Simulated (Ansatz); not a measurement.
Consider Al$_{2}$Cu (space group I4/mcm, No. 140; a = 6.0058 Å, c = 4.7897 Å). Axes: x, y, z lie along a, b, c of the conventional cell.

All numbers come from r2SCAN (Ansatz, a first-principles code), no SOC.

Base values:

- Pressure = 0.0 GPa

Perturbation: the symmetric strain tensor [-0.0064 0.0135 0.0028; 0.0135 -0.0270 -0.0175; 0.0028 -0.0175 0.0007]; the atoms relax in the strained cell.

What does the calculation give for the energy relative to the base after the change?

The energy goes up by 12 meV/atom.

How does this affect the largest internal atomic displacement?

The largest internal atomic displacement is 0.032 Å.

Predict the new pressure.

The pressure (mean of the normal stresses, compression positive) goes from zero to 4.3 GPa.

Without a gap, meshes like the base's 12×12×12 leave anisotropic stresses uncertain by several tenths of a GPa, and small strain energies with them. Whether these cells are dynamically stable was not tested. The final runs are not spin-polarised.
